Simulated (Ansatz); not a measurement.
BaTiO3 (Amm2, No. 38, 5 atoms in the cell; start COD 9014492)

All values below come from r²SCAN+rVV10 (PAW; Ansatz, a program for electronic structure).

Run with plane-wave cutoff 560 eV, 8×8×8 k mesh, Fermi–Dirac smearing 0.01 eV, no spin polarisation, scalar-relativistic PAW data made under PBE.

Cell (relaxed at this level):

```
BaTiO3
1.0
    3.96177     0.00000     0.00000
    0.00000     2.84000     2.85130
    0.00000    -2.84000     2.85130
Ba Ti O
1 1 3
Cartesian
  0.00000   0.00000   0.04516
  1.98089   0.00000   2.97655
  0.00000   0.00000   2.81103
  1.98089  -1.38939   4.22003
  1.98089   1.38939   4.22003
```

```yaml
band_gap: 2.57 eV
smallest_direct_gap_on_the_k_points_sampled: 2.92 eV
```

Spin–orbit coupling is not included.

Static lattice: no zero-point or thermal effects.
